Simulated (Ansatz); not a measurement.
## Voigt–Reuss–Hill shear modulus of CsCl-type CoAl at several levels of theory

No measured value is used here.

```tsv
level (code)	value (GPa)	cell (Å³/atom)
LDA (Ansatz)	130	10.90
PBE (Ansatz)	115	11.60
r²SCAN (Ansatz)	…	11.25
```

Question: Complete the blanks.

Answer: 
- r²SCAN (Ansatz, a first-principles code), value (GPa): 141

The crystal itself was run without spin with LDA, PBE, r²SCAN. Each level is taken at its own relaxed cell. Cutoffs differ between the levels. Ansatz's density-functional and Hartree–Fock values are scalar-relativistic unless marked +SOC, with PAW data made under PBE.
